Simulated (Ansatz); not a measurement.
The reference is a 12-atom supercell of Ta in the bcc (W type) structure (space group Im-3m, No. 229) at its relaxed geometry.

```
CELL_PARAMETERS angstrom
     -3.31959     3.31959     3.31959
      3.31959    -3.31959     3.31959
      4.97938     4.97938    -1.65979
ATOMIC_POSITIONS crystal
  Ta 0.00000 0.00000 0.00000
  Ta 0.00000 0.50000 0.00000
  Ta 0.50000 0.00000 0.00000
  Ta 0.50000 0.50000 0.00000
  Ta 0.33333 0.33333 0.33333
  Ta 0.16667 0.16667 0.66667
  Ta 0.33333 0.83333 0.33333
  Ta 0.16667 0.66667 0.66667
  Ta 0.83333 0.33333 0.33333
  Ta 0.66667 0.16667 0.66667
  Ta 0.83333 0.83333 0.33333
  Ta 0.66667 0.66667 0.66667
```

Calculations: PBE (Ansatz, a program for electronic structure; PAW; 420 eV plane waves; without spin-orbit coupling).

Base values:

The pressure comes out as -0.1 GPa and the mean distance from the defect site to its nearest host atoms is 2.87 Å.

It is then changed as follows: a neutral Re on a Ta site, atoms relaxed at fixed cell, starting from a slightly rattled geometry.

Estimate the effect on the pressure, mean distance from the defect site to its nearest host atoms and largest displacement of a host atom from its site in the perfect cell.

The pressure drops by 4.1 GPa (-0.1 GPa → -4.2 GPa); the mean distance from the defect site to its nearest host atoms decreases by 0.040 Å to 2.84 Å; the largest displacement of a host atom from its site in the perfect cell is 0.06 Å.

In so small a cell the defect repeats every few ångströms: this is an ordered compound, not a dilute defect. The final runs are not spin-polarised. The defect cell is not spin-polarised.
